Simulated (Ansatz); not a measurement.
Take ZrSi$_{2}$ (space group Cmcm, No. 63; a = 3.6887 Å, b = 14.8584 Å, c = 3.6668 Å) as the base.

Calculations: r2SCAN in Ansatz (plane waves to 500 eV, PAW, spin-orbit coupling left out).

For the base:

The volume per atom is 16.75 Å³. The band gap is zero.

One thing is altered: full substitution Zr → Mo; the structure is relaxed again.

Task: What happens to the volume per atom?

Result: The volume per atom falls by 2.15 Å³ to 14.60 Å³.

Task: How does this affect the band gap?

Result: The band gap remains zero.

No phonon test of stability was made. As relaxed here, MoSi2 is a hypothetical phase, not in the database extracts checked. All final runs are without spin polarisation.

Ansatz is a quantum-chemistry and plane-wave program.
